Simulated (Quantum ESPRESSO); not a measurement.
Worked example: self-consistent single point of SnSe₂ (P-3m1, 3 atoms in the cell) in Quantum ESPRESSO.

Method: PBEsol, SSSP 1.1.2 efficiency (PBE) pseudopotentials (plane waves; Quantum ESPRESSO).

```
CELL_PARAMETERS angstrom
      3.82576     0.00000     0.00000
     -1.91288     3.31321     0.00000
      0.00000     0.00000     6.45864
ATOMIC_POSITIONS crystal
  Sn 0.00000 0.00000 0.00000
  Se 0.66667 0.33333 0.75710
  Se 0.33333 0.66667 0.24290
```

Reference input (self-consistent single point, DFT, PBE, plane waves, SSSP 1.1.2 efficiency (PBE) pseudopotentials): ecutwfc = 40 Ry; ecutrho = 320 Ry; occupations = fixed; potentials = {Sn: Sn_pbe_v1.uspp.F.UPF, Se: Se_pbe_v1.uspp.F.UPF}; K_POINTS = automatic 7 7 4 0 0 0; nbnd = 15; conv_thr = 1e-09 Ry. This run's input differs from it in these lines:

```diff
@@ -16,2 +16,3 @@
   nbnd = 15,
+  input_dft = 'pbesol',
 /
```

Output, abridged:

```
     Self-consistent Calculation

     iteration #  1     ecut=    40.00 Ry     beta= 0.70

     total energy              =    -249.21896539 Ry
     estimated scf accuracy    <       0.51268649 Ry

     iteration #  2     ecut=    40.00 Ry     beta= 0.70

     total energy              =    -249.34980244 Ry
     estimated scf accuracy    <       0.33564721 Ry

     iteration #  3     ecut=    40.00 Ry     beta= 0.70

     total energy              =    -249.43056602 Ry
     estimated scf accuracy    <       0.03231242 Ry

   [... 4 blocks of this kind left out ...]

     iteration #  8     ecut=    40.00 Ry     beta= 0.70

     total energy              =    -249.43755584 Ry
     estimated scf accuracy    <          4.8E-09 Ry

     iteration #  9     ecut=    40.00 Ry     beta= 0.70
     End of self-consistent calculation

     highest occupied, lowest unoccupied level (ev):     5.7531    6.5052

!    total energy              =    -249.43755584 Ry
     estimated scf accuracy    <          1.2E-10 Ry

     convergence has been achieved in   9 iterations

     Forces acting on atoms (cartesian axes, Ry/au):

     atom    1 type  1   force =    -0.00000000    0.00000000    0.00000000
     atom    2 type  2   force =    -0.00000000    0.00000000   -0.00723319
     atom    3 type  2   force =     0.00000000    0.00000000    0.00723319

     Total force =     0.010229     Total SCF correction =     0.000020

          total   stress  (Ry/bohr**3)                   (kbar)     P=        1.61
  -0.00000226  -0.00000000  -0.00000000           -0.33       -0.00       -0.00
  -0.00000000  -0.00000226  -0.00000000           -0.00       -0.33       -0.00
  -0.00000000  -0.00000000   0.00003746           -0.00       -0.00        5.51

   JOB DONE.
```

The run converged in 9 iterations. Against the reference run the pressure goes from 2.82 to 0.16 GPa, the largest force goes from 0.378 to 0.186 eV/Å and the gap on the mesh goes from 0.826 to 0.752 eV.

The starting cell comes from a database of computed structures (which also holds hypothetical and non-ambient phases and stackings), without a prior relaxation at this level. Its lattice was rescaled by a random factor within 2.5 % of one.
